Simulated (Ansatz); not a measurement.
**TiAl: response to strain**

Consider TiAl (space group P4/mmm, No. 123; a = 2.796 Å, c = 4.038 Å; relaxed with 0.1 eV smearing).

Strains are applied to the cell and any free atomic positions relax.

Calculations: PBEsol (Ansatz, a program for electronic structure), scalar-relativistic without spin-orbit coupling.

Notes on the quantities. pressure: mean of the normal stresses, compression positive.

| isotropic strain (%) | pressure (GPa) |
|---|---|
| -3 | 13.1 |
| -2.5 | 10.5 |
| -2 | ? |
| -1.5 | 5.9 |
| 0 | 0.0 |
| 0.5 | -1.7 |
| 1.5 | -4.9 |
| 2 | -6.3 |
| 3 | -8.9 |

Fit P = P₀ − Bδ + Cδ² with δ = (1 + ε)³ − 1 to the rows shown and predict the withheld row.

Least squares on the printed values gives P₀ = 0.0 GPa, B = 123 GPa (at held cell shape), C = 294 GPa (largest residual 0.1 GPa); this predicts 8.3 GPa, and the run gives 8.2 GPa, in agreement.

No phonon test of stability was made. All final runs are without spin polarisation.
